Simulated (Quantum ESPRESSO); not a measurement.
Quantum ESPRESSO run on LuNi4Sn (R3m, 6 atoms in the cell): self-consistent single point.

Method of the run: LDA (PZ), PSlibrary ultrasoft (LDA) pseudopotentials (plane waves; Quantum ESPRESSO 7.5).

```xyz
6
Lattice="0.0000 3.5129 3.5129 3.5129 0.0000 3.5129 3.5129 3.5129 0.0000" Properties=species:S:1:pos:R:3 pbc="T T T"
Lu     0.0289     0.0289     0.0289
Ni     4.3897     4.3897     4.3897
Ni     4.3897     2.6362     2.6362
Ni     2.6362     2.6362     4.3897
Ni     2.6362     4.3897     2.6362
Sn     1.7565     1.7565     1.7565
```

Reference input (self-consistent single point, DFT, LDA (PZ), plane waves, PSlibrary ultrasoft (LDA) pseudopotentials): ecutwfc = 55 Ry; ecutrho = 440 Ry; occupations = smearing; smearing = gaussian; degauss = 0.0073499 Ry; K_POINTS = automatic 4 4 4 0 0 0; conv_thr = 1e-11 Ry; mixing_beta = 0.3. This run's input differs from it in these lines:

```diff
@@ -15,4 +15,4 @@
    occupations = 'smearing'
-   smearing = 'gaussian'
-   degauss = 0.0073499
+   smearing = 'marzari-vanderbilt'
+   degauss = 0.000734986
 /
@@ -34,3 +34,3 @@
 K_POINTS automatic
-4 4 4  0 0 0
+7 7 7  0 0 0
 CELL_PARAMETERS alat
```

Log, with long lists cut:

```
     Self-consistent Calculation

     iteration #  1     ecut=    55.00 Ry     beta= 0.30

     total energy              =    -687.65156678 Ry
     estimated scf accuracy    <       1.72457081 Ry

     iteration #  2     ecut=    55.00 Ry     beta= 0.30

     total energy              =    -687.89182448 Ry
     estimated scf accuracy    <       3.99537625 Ry

     iteration #  3     ecut=    55.00 Ry     beta= 0.30

     total energy              =    -688.25472174 Ry
     estimated scf accuracy    <       0.02699567 Ry

   [... 12 blocks of this kind left out ...]

     iteration # 16     ecut=    55.00 Ry     beta= 0.30

     total energy              =    -688.26740618 Ry
     estimated scf accuracy    <          1.3E-11 Ry

     iteration # 17     ecut=    55.00 Ry     beta= 0.30
     End of self-consistent calculation

     the Fermi energy is    13.5566 ev

!    total energy              =    -688.26740618 Ry
     estimated scf accuracy    <          1.2E-12 Ry
     smearing contrib. (-TS)   =       0.00000589 Ry
     internal energy E=F+TS    =    -688.26741207 Ry

     convergence has been achieved in  17 iterations

     Forces acting on atoms (cartesian axes, Ry/au):

     atom    1 type  1   force =    -0.00678919   -0.00678919   -0.00678919
     atom    2 type  2   force =     0.00064042    0.00064042    0.00064042
     atom    3 type  2   force =     0.00140523    0.00023435    0.00023435
     atom    4 type  2   force =     0.00023435    0.00023435    0.00140523
     atom    5 type  2   force =     0.00023435    0.00140523    0.00023435
     atom    6 type  3   force =     0.00427484    0.00427484    0.00427484

     Total force =     0.014163     Total SCF correction =     0.000002

          total   stress  (Ry/bohr**3)                   (kbar)     P=     -139.00
  -0.00094488   0.00001821   0.00001821         -139.00        2.68        2.68
   0.00001821  -0.00094488   0.00001821            2.68     -139.00        2.68
   0.00001821   0.00001821  -0.00094488            2.68        2.68     -139.00

   JOB DONE.
```

The run converged in 17 iterations. Against the reference run the free energy goes down by 1.0 meV/atom, the pressure moves little (-13.89 to -13.90 GPa) and the largest force goes from 0.275 to 0.302 eV/Å.

The starting cell comes from a database of computed structures (which also holds hypothetical and non-ambient phases and stackings), without a prior relaxation at this level. Its lattice was rescaled by up to half a per cent. One atom was moved a little off its site on purpose. Spin polarisation is off. With a pressure of about -14 GPa the cell is away from its equilibrium volume at this level.

Cost on one core of a shared machine: roughly 4 min.
